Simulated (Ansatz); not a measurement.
Take ScCuO2 (space group P6_3/mmc, No. 194; a = 3.203 Å, c = 11.284 Å) as the base. Axes: x lies along a and z along c of the hexagonal cell.

Computed with plane-wave PAW DFT at the PBEsol level (Ansatz, an electronic-structure program, 420 eV), without spin-orbit coupling.

Before the change:

The band gap is 2.33 eV.

Perturbation: the cell is compressed by 3.00 % along x with no lateral relaxation, atoms relaxed at fixed cell.

Problem. Estimate the effect on the energy relative to the base, stress, largest internal atomic displacement, electron mass and band gap.

Solution. The energy goes up by 8.1 meV/atom; the stress (xx, yy, zz, yz, xz, xy; compression positive) amounts to (7.08, 2.30, 3.57, 0.00, 0.00, 0.00) GPa; the largest internal atomic displacement is 0.015 Å; the electron mass amounts to 1.2 mₑ along k, 0.92 mₑ across (at M); the band gap shrinks by 0.14 eV (2.33 eV → 2.19 eV).

The cells carry an imposed strain or load. Masses are band curvatures over ±0.01 Å⁻¹ around the edge. Along k means along the line from Γ to the band edge. Whether these cells are dynamically stable was not tested. No Hubbard U is applied. All final runs are without spin polarisation.
